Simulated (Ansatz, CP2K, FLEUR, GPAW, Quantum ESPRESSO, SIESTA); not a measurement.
Code comparison for SrNiF₆ (R-3m, 8 atoms in the cell)

Self-consistent single point, at a second geometry (lattice scaled by 0.98). First geometry:

```yaml
crystal:
  lattice:
    - [3.63099, 2.09635, 2.25259]
    - [-3.63099, 2.09635, 2.25259]
    - [0.00000, -4.19270, 2.25259]
  atoms:
    - { symbol: Sr, position: [0.50000, 0.50000, 0.50000] }
    - { symbol: Ni, position: [0.00000, 0.00000, 0.00000] }
    - { symbol: F, position: [0.72210, 0.72210, 0.06795] }
    - { symbol: F, position: [0.27790, 0.27790, 0.93205] }
    - { symbol: F, position: [0.06795, 0.72210, 0.72210] }
    - { symbol: F, position: [0.93205, 0.27790, 0.27790] }
    - { symbol: F, position: [0.72210, 0.06795, 0.72210] }
    - { symbol: F, position: [0.27790, 0.93205, 0.27790] }
```

Shared settings, as Ansatz (a quantum-chemistry and plane-wave program) writes them: kpoints.mp_grid.grid = 5 5 5; scf.occupations.method = fixed. Potentials and cutoffs stand in the table.

```json
[
 {"code": "Ansatz", "model": "PBEsol, PAW files made with PBE", "ΔF from the first geometry (meV/atom)": "-16.4", "pressure (GPa)": "-1.00", "largest force (eV/Å)": "0.072", "gap on the mesh (eV)": "1.344", "cutoff": "420 eV"},
 {"code": "Quantum ESPRESSO", "model": "PBEsol, PSlibrary ultrasoft (PBE) pseudopotentials", "ΔF from the first geometry (meV/atom)": "-11.6", "pressure (GPa)": "0.03", "largest force (eV/Å)": "0.130", "gap on the mesh (eV)": "1.399", "cutoff": "55 Ry"},
 {"code": "SIESTA", "model": "GGA PBEsol, numerical atomic orbitals DZP, PseudoDojo PBEsol standard norm-conserving potentials (rewritten from UPF to PSML)", "ΔF from the first geometry (meV/atom)": "-28.9", "pressure (GPa)": "-2.92", "largest force (eV/Å)": "0.096", "gap on the mesh (eV)": "1.136", "cutoff": "grid 300 Ry"},
 {"code": "FLEUR", "model": "PBEsol, all-electron FLAPW (FLEUR), scalar-relativistic valence", "ΔF from the first geometry (meV/atom)": "-24.0", "pressure (GPa)": "–", "largest force (eV/Å)": "0.203", "gap on the mesh (eV)": "1.283", "cutoff": "Kmax 4.7 1/bohr"},
 {"code": "GPAW", "model": "PBEsol, GPAW PAW datasets PBEsol (made by gpaw-setup)", "ΔF from the first geometry (meV/atom)": "-8.5", "pressure (GPa)": "–", "largest force (eV/Å)": "0.203", "gap on the mesh (eV)": "1.401", "cutoff": "900 eV"},
 {"code": "CP2K", "model": "PBEsol, GPW, DZVP-MOLOPT-SR-GTH basis, GTH-PBE potentials (GTH_POTENTIALS)", "ΔF from the first geometry (meV/atom)": "-8.9", "pressure (GPa)": "1.28", "largest force (eV/Å)": "0.213", "gap on the mesh (eV)": "1.301", "cutoff": "grid 600 Ry"}
]
```

A dash marks a value that a program does not give, or that is left out as unsure.

Gaps are read on the mesh.

The spread over the programs that give each value: ΔF from the first geometry within 20.4 meV/atom; pressure within 4.20 GPa; largest force within 0.141 eV/Å; gap on the mesh within 0.265 eV.

SIESTA and CP2K use small atom-centred bases, whose incompleteness enters pressures, forces and empty levels differently from a plane-wave cutoff. FLEUR treats all electrons, but the usual bases taken here (sphere radii, linearisation, local orbitals, empty states) were not tested for convergence, so the values are no reference for the others. Ansatz's pressure is given at a fixed set of plane waves, as the other plane-wave codes print theirs; with its correction for the finite basis it is -0.50 GPa (the shift of 0.49 GPa shows how far the cutoff is from converged). The pressure of GPAW is left out: its cutoff lies under the one at which its stress was checked. In the pressure, SIESTA (by 2.44) and CP2K (by 1.76) lie more than 1 GPa from the median of the plane-wave programs. In the gap, SIESTA (by 0.264) lies more than 0.12 eV from the median of the plane-wave programs. In the force vectors, Ansatz (by 0.179), FLEUR (by 0.306) and CP2K (by 0.145) lie more than 0.08 eV/Å from the median of the plane-wave programs.

The starting cell comes from a database of computed structures (which also holds hypothetical and non-ambient phases and stackings), without a prior relaxation at this level. Its lattice was rescaled by a random factor within 2.5 % of one. For this run, on top of that: lattice scaled by 0.98.

Keys are those of Ansatz 0.2.
